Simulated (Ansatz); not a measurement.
BaTiO3: response to strain

Take BaTiO3 in the cubic perovskite structure (space group Pm-3m, No. 221; a = 3.935 Å) as the base. Axes: x, y, z lie along the cube axes.

Strains are applied to the cell and any free atomic positions relax; under biaxial strain the out-of-plane vector relaxes too.

The values are results of LDA/PAW in Ansatz (a program for electronic structure), no spin-orbit coupling, not measurements.

Notes on the quantities. energy relative to the base: free energy F.

| biaxial strain, plane normal [111], relaxed out of plane (%) | energy relative to the base (meV/atom) |
|---|---|
| -2.5 | 20.9 |
| -2 | ? |
| -1.5 | 7.4 |
| -1 | 3.2 |
| -0.5 | 0.8 |
| 0 | 0.0 |

Problem. Fit ΔE = Aε² + Bε³ (ε in %) to the rows shown and predict the withheld row.

Solution. Least squares on the printed values gives A = 3.17 and B = -0.068 meV/atom (largest residual 0.0 meV/atom); this predicts 13.2 meV/atom, and the run gives 13.3 meV/atom, in agreement.

Stability against distortions was not tested. The final runs are not spin-polarised. Many cubic perovskites are stable only at high temperature; tilts and polar distortions were not tested. This is not the structure that BaTiO3 has at room temperature and ambient pressure.
